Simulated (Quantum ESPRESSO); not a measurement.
# Short convergence ladders for CaPb (P4/mmm, 2 atoms in the cell)

```
CELL_PARAMETERS angstrom
      3.58447     0.00000     0.00000
      0.00000     3.58447     0.00000
      0.00000     0.00000     4.65065
ATOMIC_POSITIONS crystal
  Ca 0.00000 0.00000 0.00000
  Pb 0.50000 0.50000 0.50000
```

Base method: LDA (PZ), PSlibrary PAW (LDA) pseudopotentials (plane waves; Quantum ESPRESSO).

Base settings: ecutwfc = 55 Ry; ecutrho = 330 Ry; occupations = smearing; smearing = gaussian; degauss = 0.0073499 Ry; potentials = {Ca: Ca.pz-spn-kjpaw_psl.1.0.0.UPF, Pb: Pb.pz-dn-kjpaw_psl.1.0.0.UPF}; K_POINTS = automatic 4 4 4 0 0 0; conv_thr = 1e-09 Ry.

Core times come from one kind of shared machine, to one figure; runs under 30 s give none.

**Zone-centre phonons against the cutoff**

In this ladder: ph.x.tr2_ph = 1e-14; ph.x.fildyn = dyn.G; dynmat.x.fildyn = dyn.G; dynmat.x.asr = simple. Moved along: ecutrho.

The mesh stays at the base's, so the ladder's end is converged at best in this setting alone.

Frequencies are those of the unrelaxed cell, without the LO-TO term of polar crystals.

Only quantities that move along the ladder and can be compared are tabulated.

```tsv
ecutwfc	highest zone-centre frequency (cm⁻¹)
28 Ry	34.5
33 Ry	105.4
38 Ry	122.4
55 Ry	120.2
82 Ry	120.2
```

Coarsest ecutwfc that holds the highest zone-centre frequency within 2 cm⁻¹ of the last step, with all finer ones: 55 Ry; the step before is off by 2.3 cm⁻¹.

**Zone-centre phonons against the mesh**

In this ladder: ph.x.tr2_ph = 1e-14; ph.x.fildyn = dyn.G; dynmat.x.fildyn = dyn.G; dynmat.x.asr = simple.

Frequencies are those of the unrelaxed cell, without the LO-TO term of polar crystals.

Only quantities that move along the ladder and can be compared are tabulated.

| K_POINTS | highest zone-centre frequency (cm⁻¹) | core time / last (rough) |
|---|---|---|
| automatic 3 3 2 0 0 0 | 107.8 | 0.2 |
| automatic 4 4 3 0 0 0 | 126.9 | 0.2 |
| automatic 6 6 5 0 0 0 | 147.1 | 0.5 |
| automatic 9 9 7 0 0 0 | 142.3 | 1 |

Coarsest K_POINTS that holds the highest zone-centre frequency within 10 cm⁻¹ of the last step, with all finer ones: automatic 6 6 5 0 0 0; the step before is off by 15 cm⁻¹.

On the base run: the starting cell comes from a database of computed structures (which also holds hypothetical and non-ambient phases and stackings), without a prior relaxation at this level. Its lattice was rescaled by up to half a per cent. In the base run, with a pressure of about -4 GPa the cell is away from its equilibrium volume at this level. Without a gap this mesh is coarse (it stands for a supercell whose shortest vector is 14 Å).
